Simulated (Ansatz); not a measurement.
**ZrSnO3 (model structure, started from the cubic perovskite type, Pm-3m, No. 221, 5 atoms in the cell)**

Calculation: PBE0 (Ansatz, a first-principles code, plane waves, PAW).

Settings: plane-wave cutoff 460 eV, 6×6×6 k mesh, Fermi–Dirac smearing 0.01 eV, scalar-relativistic PAW data made under PBE.

Cell (relaxed with PBEsol):

SnZrO$_{3}$ is taken in the cubic space group Pm-3m (No. 221), the cubic perovskite structure, Pearson symbol cP5. Conventional cell: a = b = c = 4.128 Å, α = β = γ = 90.00°. Sn on 1a is surrounded by no neighbour by this rule. Zr on 1b sees 6 O at 2.064 Å (octahedral). O on 3c is surrounded by 2 Zr at 2.064 Å (linear). (Neighbours: up to the widest gap in distance over summed covalent radii, below 1.35, at either atom; cation-cation and far metal-metal contacts left out.)

```
Item                                  Result
---------------  ---------------------------
band gap         3.31 eV (on the SCF k mesh)
direct gap at Γ                      6.58 eV
```

Note: the relaxation could raise the start's symmetry but not lower it, so the cell can be a saddle point; cell and atoms aren't relaxed at this level (pressure 0.9 GPa).

Spin–orbit coupling is not included.

Computed values are for the static lattice.

The result took very roughly 5 core-minutes.

A model structure was made by putting elements into a prototype or built by hand; it is no filed structure, need not be a known phase, and can be a saddle point held by its symmetry.
